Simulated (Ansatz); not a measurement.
## Pressure series in WC

Start from WC (space group P-6m2, No. 187; a = 2.9122 Å, c = 2.8362 Å).

Cell and atoms are relaxed at each pressure.

Method: r2SCAN (Ansatz, a first-principles code), spin-orbit coupling left out.

| pressure (GPa) | volume per atom (Å³/atom) |
|---|---|
| -1 | 10.441 |
| 0 | 10.415 |
| 0.9 | 10.392 |
| 2.1 | 10.361 |
| 4.5 | 10.302 |
| 9 | ? |
| 15 | 10.059 |
| 22.5 | 9.902 |
| 30 | 9.757 |

Task: Fit the third-order Birch–Murnaghan form P(V) = (3B₀/2)[(V₀/V)^(7/3) − (V₀/V)^(5/3)]·[1 + (3/4)(B₀′ − 4)((V₀/V)^(2/3) − 1)] (squares taken in P) to the rows shown and predict the withheld row.

Result: Least squares on the printed values gives V₀ = 10.415 Å³/atom, B₀ = 401 GPa, B₀′ = 4.2; this predicts 10.194 Å³/atom, and the run gives 10.194 Å³/atom, in agreement.

Load acts through the strain it causes; cell and atoms are relaxed under it. No phonon test of stability was made. Competing high-pressure phases were not computed. All final runs are without spin polarisation.
